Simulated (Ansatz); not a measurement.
How the lattice constant a of BN (model structure, started from the PtS type, P4₂/mmc, No. 131, 4 atoms in the cell) moves with the method

No measured value is used here.

| level (code) | value (Å) |
|---|---|
| PBE (Ansatz) | ? |
| PBEsol (Ansatz) | 2.478 |
| PBE-D3(BJ) (Ansatz) | 2.481 |

Problem. Some entries are withheld; supply them.

Solution. 
- PBE (Ansatz, a first-principles code), value (Å): 2.497

Ansatz's density-functional and Hartree–Fock values are scalar-relativistic unless marked +SOC, with PAW data made under PBE.

A model structure was made by putting elements into a prototype or built by hand; it is no filed structure, need not be a known phase, and can be a saddle point held by its symmetry.
